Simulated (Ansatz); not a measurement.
# AlAs: tensor shear ε_xz = −2.12 %

Start from AlAs in the zinc blende structure (space group F-43m, No. 216; a = 5.6743 Å). Axes: x, y, z lie along the cube axes.

Perturbation: tensor shear ε_xz = −2.12 % (engineering shear γ = -0.0424); the atoms relax in the strained cell.

The values are results of PBEsol (Ansatz, a first-principles code; PAW; 420 eV plane waves; no SOC), earlier PAW set, not measurements. k-mesh 10×10×10 (Γ-centred); smearing 0.05 eV (Fermi–Dirac).

- Volume per atom: 22.83 Å³ (base 22.84 Å³)
- Space group: Imm2 (No. 44) (base F-43m (No. 216))
- Shortest interatomic distance: 2.444 Å (base 2.457 Å)
- Energy relative to the base (free energy F): +6.6 meV/atom
- Pressure (mean of the normal stresses, compression positive): 0.03 GPa (base 0.01 GPa)
- Band gap: 1.06 eV (base 1.34 eV)
- Gap character: indirect, Γ → X
- Smallest direct gap: 1.67 eV (base 1.91 eV)
- Valence-band top at Γ (three highest levels, from the VBM): 0.00, -0.20, -0.36 eV (base 0.00, 0.00, 0.00 eV)
- Largest internal atomic displacement: 0.018 Å
- Stress (xx, yy, zz, yz, xz, xy; compression positive): (0.06, -0.03, 0.06, 0.00, 2.18, 0.00) GPa

Whether these cells are dynamically stable was not tested. k-point labels follow each cell's own Brillouin zone.
